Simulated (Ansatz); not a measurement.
The starting structures come from a database of crystals and need not be the phases stable at ambient conditions.

 Where the default PAW files enter, the runs use the earlier of Ansatz's two default sets.

Inside the gap of an insulator the Bloch states are evanescent, with a wavenumber k + iκ along the transport direction.

```xyz
8
Lattice="4.6485 0.0000 0.0000 0.0000 10.7614 0.0000 2.3243 0.0000 4.0257" Properties=species:S:1:pos:R:3 pbc="T T T"
Na     0.0000     0.0000     0.0000
Na     0.0000     5.3807     0.0000
Na     2.3243     8.0711     1.3419
Na     4.6485     2.6904     2.6838
Se     2.3243     3.9133     1.3419
Se     4.6485     6.8482     2.6838
Se     4.6485     9.2940     2.6838
Se     2.3243     1.4674     1.3419
```

Space group of this cell: P6_3/mmc. The cell is taken as given.

Transport runs along the normal of the first two printed cell vectors, the (100) plane of the conventional cell.

The gap is the functional's own. No spin-orbit coupling. Mid-gap values are interpolated on the energy grid.

### Question
Compute, with r2SCAN (Ansatz, an electronic-structure program), the band gap and the smallest decay constant κ at mid-gap.

### Answer
Gap 0.84 eV on a 8×4×8 mesh; κ = 0.131 1/Å, at the zone centre.
